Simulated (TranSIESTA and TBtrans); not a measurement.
System: Ga chain with one bond stretched by 0.6 Å. Leads: straight Ga chain, spacing 2.422 Å. Geometry: as built, not relaxed. Transport runs along z; the first 6 and the last 6 of the 20 atoms are the lead cells, repeated to infinity.

```xyz
20
Lattice="9.000 0.000 0.000 0.000 9.000 0.000 0.000 0.000 49.040" Properties=species:S:1:pos:R:3 pbc="F F T"
Ga     4.500     4.500     0.000
Ga     4.500     4.500     2.422
Ga     4.500     4.500     4.844
Ga     4.500     4.500     7.266
Ga     4.500     4.500     9.688
Ga     4.500     4.500    12.110
Ga     4.500     4.500    14.532
Ga     4.500     4.500    16.954
Ga     4.500     4.500    19.376
Ga     4.500     4.500    21.798
Ga     4.500     4.500    24.820
Ga     4.500     4.500    27.242
Ga     4.500     4.500    29.664
Ga     4.500     4.500    32.086
Ga     4.500     4.500    34.508
Ga     4.500     4.500    36.930
Ga     4.500     4.500    39.352
Ga     4.500     4.500    41.774
Ga     4.500     4.500    44.196
Ga     4.500     4.500    46.618
```

Run with TranSIESTA and TBtrans (open boundaries, self-consistent; PseudoDojo norm-conserving potentials, scalar-relativistic): PAO.BasisSize DZP, PAO.EnergyShift 0.15 eV, XC.Authors PBE, Mesh.Cutoff 200 Ry, ElectronicTemperature 300 K, TS.Voltage 0.0 eV, TBT.Elecs.Eta 0.001 eV, no spin polarisation.

Energies count from the leads' Fermi level. Transmissions are for one spin of a degenerate pair. The energy step is 0.01 eV; narrower resonances are cut or missed.

```tsv
E (eV)	T
-0.20	1.68
-0.15	1.96
-0.10	2.13
-0.05	2.21
0.00	2.24
0.05	2.24
0.10	2.22
0.15	2.19
0.20	2.16
```

**Question.** Give the zero-bias conductance in μS and the resistance at 300 K.

**Answer.** At the Fermi level T = 2.24. Averaged with −∂f/∂E over the full grid (kT = 25.9 meV) it is 2.22. With G0 = 2e²/h = 77.48 μS, G = 172 μS and R = 1/G = 5.81 kΩ.

**Question.** The eigenchannels at the Fermi level transmit 0.782, 0.782, 0.673. What Fano factor of the shot noise follows at low temperature and bias?

**Answer.** F = Σ τ(1 − τ)/Σ τ = 0.561/2.24 = 0.25.

The straight chain is held at its spacing; free chains may zigzag or dimerise. No spin-polarised start was tried, so a magnetic state, if there is one, is missed.
